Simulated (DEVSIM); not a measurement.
Device: Ti/Al2O3/p-Si capacitor, at 400 K.

Layer 1 from the left is Al2O3, thickness (nm) 2.30. Layer 2 from the left is Si, thickness (nm) 7300, Na (cm⁻³) 6.2e14.

Metal gate on the left, work function 4.33 eV. Fixed charge at the semiconductor interface 1.2e10 cm⁻² (in units of +e); no interface traps.

This is a model device: material constants are rounded textbook-type values typed into the input, and sizes, dopings and lifetimes were drawn at random. Values at 300 K; Nc and Nv go as T^1.5, mobilities as T to minus their exponent, the gap by Varshni's rule with the affinity fixed.

Al2O3: gap (eV) 6.8, affinity (eV) 1.35, permittivity 9. Si: gap (eV) 1.124, affinity (eV) 4.05, permittivity 11.7, Nc (cm⁻³) 2.86e19, Nv (cm⁻³) 3.1e19, Varshni α (eV/K) 0.000473, Varshni β (K) 636.

Q: Estimate by hand the flat-band voltage, the threshold voltage, and compare with a numerical solution.

A: 
- Flat-band voltage: C = 3.46 μF/cm², work-function difference -0.429 V; VFB = φms − qNf/C = -0.43 V; numerical -0.43 V.
- Threshold voltage: φF = 0.162 V, depletion charge √(4εqNφF) = 8.16e-9 C/cm²; VT = VFB + 2φF + Qd/C = -0.10 V; numerical -0.10 V.

DEVSIM, 1D Poisson equation in equilibrium, Boltzmann statistics, complete ionisation; no quantum confinement or tunnelling. Metal contacts follow the ideal Schottky-Mott rule: no Fermi-level pinning, no interface dipoles.
